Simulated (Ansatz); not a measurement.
## Pressure series in hypothetical diamond Cr

Consider Cr in the diamond structure (space group Fd-3m, No. 227; non-magnetic; a hypothetical phase, not in the database extracts checked).

```yaml
crystal:
  lattice:
    - [0.00000, 2.54742, 2.54742]
    - [2.54742, 0.00000, 2.54742]
    - [2.54742, 2.54742, 0.00000]
  atoms:
    - { symbol: Cr, position: [0.25000, 0.25000, 0.25000] }
    - { symbol: Cr, position: [0.00000, 0.00000, 0.00000] }
```

Cell and atoms are relaxed at each pressure.

Computed with PBE (Ansatz, a program for electronic structure, PAW, no spin-orbit coupling).

| P (GPa) | V (Å³/atom) |
|---|---|
| -1.99 | 16.868 |
| -0.99 | 16.695 |
| 0.30 | 16.483 |
| 0.70 | 16.420 |
| 1.50 | 16.297 |
| 3.01 | 16.077 |
| 5.00 | 15.808 |
| 7.50 | 15.496 |
| 10.00 | 15.211 |

**Question.** Fit a third-order Birch–Murnaghan equation of state.

**Answer.** Least squares on P(V) = (3B₀/2)[(V₀/V)^(7/3) − (V₀/V)^(5/3)]·[1 + (3/4)(B₀′ − 4)((V₀/V)^(2/3) − 1)] gives V₀ = 16.53 Å³/atom, B₀ = 103 GPa and B₀′ = 3.8.

Load acts through the strain it causes; cell and atoms are relaxed under it. Stability against distortions was not tested. Competing high-pressure phases were not computed. Seeded moments were not kept for the base. The final runs are not spin-polarised. Cr has a high density of states at the Fermi level and may be magnetic at this level.
